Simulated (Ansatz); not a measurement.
Computed with PBE (plane waves to 420 eV, PAW; Ansatz, a program for electronic structure).

Electrostatic potential energy of an electron, averaged over planes parallel to the surface, in eV from the Fermi level, for a constructed model of the (100) surface of fcc Cu, a pseudomorphic layer of Si in the host's stacking (bottom of the slab: a bare face, its two planes held):

(z (Å), V (eV)): (3.66, 4.56); (3.94, 4.56); (4.22, 4.56); (4.50, 4.56); (4.78, 4.55); (5.06, 4.54); (5.34, 4.53); (5.62, 4.49); (5.91, 4.42); (6.19, 4.27); (6.47, 3.96); (6.75, 3.32); (7.03, 2.02); (7.31, -1.47); (7.59, -8.17); (7.88, -13.18); (8.16, -13.96); (8.44, -10.55); (8.72, -4.50); (9.00, -1.68); (9.28, -5.79); (9.56, -11.79); (9.84, -14.45); (10.12, -12.91); (10.41, -7.53); (10.69, -2.26); (10.97, -3.25); (11.25, -9.20); (11.53, -13.69); (11.81, -14.11); (12.09, -10.36); (12.38, -4.24); (12.66, -1.86); (12.94, -6.28); (13.22, -12.11); (13.50, -14.47); (13.78, -12.62); (14.06, -7.06); (14.34, -2.11); (14.62, -3.71); (14.91, -9.76); (15.19, -13.92); (15.47, -13.94); (15.75, -9.81); (16.03, -3.65); (16.31, -1.55); (16.59, -5.98); (16.88, -12.07); (17.16, -14.77); (17.44, -13.27); (17.72, -8.08); (18.00, -3.34); (18.28, -4.24); (18.56, -9.98); (18.84, -15.38); (19.12, -16.51); (19.41, -12.50); (19.69, -5.53); (19.97, -0.17); (20.25, 2.44); (20.53, 3.71); (20.81, 4.31); (21.09, 4.58); (21.38, 4.70); (21.66, 4.75); (21.94, 4.78); (22.22, 4.79); (22.50, 4.80); (22.78, 4.80); (23.06, 4.80); (23.34, 4.80)

Slab: 7 atoms, 10.9 Å thick at the start; k 15x15x1, smearing 0.1 eV, dipole-corrected; 2 atoms held, the rest relaxed; start symmetry kept, larger cells not searched; no spin, no spin-orbit, no U. It is one candidate, not shown to be the stable structure of the face.

The vacuum level lies 4.80 eV above the Fermi level over the top face and 4.56 eV above it under the bottom face.
